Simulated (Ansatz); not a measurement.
Base system: La3In in the Cu3Au type structure (space group Pm-3m, No. 221; a = 4.9659 Å).

Calculations: PBEsol (Ansatz, a quantum-chemistry and plane-wave program), no spin-orbit coupling.

One change was made to it. Results:

The density increases by 0.07 g/cm³ (7.21 g/cm³ → 7.28 g/cm³); the shortest interatomic distance decreases by 0.2568 Å to 3.255 Å; the band gap stays zero.

Q: Name the change that was made.
A) In → Be
B) La → Cs
C) In → Ga
D) In → B

A: D, In → B. For comparison, the density in the other runs: In → Be gives 6.47 g/cm³; In → Ga gives 7.15 g/cm³; La → Cs gives 3.50 g/cm³.

Stability against distortions was not tested. As relaxed here, La3B, La3Be and Cs3In are hypothetical phases, not in the database extracts checked. The final runs are not spin-polarised. An odd electron count without spin: La3Be.
